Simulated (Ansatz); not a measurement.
The parent structure is TiC in the rock salt structure (space group Fm-3m, No. 225; relaxed with 0.1 eV smearing).

```
CELL_PARAMETERS angstrom
      0.00000     2.16392     2.16392
      2.16392     0.00000     2.16392
      2.16392     2.16392     0.00000
ATOMIC_POSITIONS crystal
  Ti 0.00000 0.00000 0.00000
  C  0.50000 0.50000 0.50000
```

Cartesian axes are those of the cell as printed.

The values are results of Ansatz (an electronic-structure program) r2SCAN, no spin-orbit coupling, not measurements.

Modification: tensile biaxial strain of 2.00 % in the plane normal to [001], as in epitaxy on a mismatched substrate; the out-of-plane cell vector and the atoms relax.

Problem. What happens to the energy relative to the base, ratio −ε⊥/ε∥ and in-plane stress?

Solution. The energy grows by 14 meV/atom; the ratio −ε⊥/ε∥ is 0.46; the mean in-plane stress (compression positive) is -10.6 GPa.

Stability against distortions was not tested. The final runs are not spin-polarised.
